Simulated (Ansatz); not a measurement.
System: HfC (model structure, F-43m, No. 216, 2 atoms in the cell). Method: r²SCAN+rVV10 in Ansatz (PAW).

Numerical settings: plane-wave cutoff 560 eV, 12×12×12 k mesh, Fermi–Dirac smearing 0.01 eV, scalar-relativistic PAW data made under PBE.

Cell (relaxed at this level):

```cif
data_C4Hf4
_chemical_formula_sum 'Hf4 C4'
_space_group_name_H-M_alt 'F-43m'
_space_group_IT_number 216
_space_group_name_Hall 'F -4 2 3'
_cell_length_a 5.01572
_cell_length_b 5.01572
_cell_length_c 5.01572
_cell_angle_alpha 90.000
_cell_angle_beta 90.000
_cell_angle_gamma 90.000
loop_
_atom_site_label
_atom_site_type_symbol
_atom_site_symmetry_multiplicity
_atom_site_Wyckoff_symbol
_atom_site_fract_x
_atom_site_fract_y
_atom_site_fract_z
_atom_site_occupancy
Hf1 Hf 4 a 0.00000 0.00000 0.00000 1
C1 C 4 d 0.75000 0.75000 0.75000 1
```
(The calculation used a cell of 2 atoms; values per cell refer to that cell.)

Task: Estimate the band gap and direct gap at Γ that the calculation returns.

Result: 
band gap: 0.53 eV
direct gap at Γ: 6.21 eV

Note: the relaxation could raise the start's symmetry but not lower it, so the cell can be a saddle point.

Spin–orbit coupling is not included.

The computed numbers hold no vibrational or temperature effects.

A model structure was made by putting elements into a prototype or built by hand; it is no filed structure, need not be a known phase, and can be a saddle point held by its symmetry.

Ansatz is a program for electronic structure.
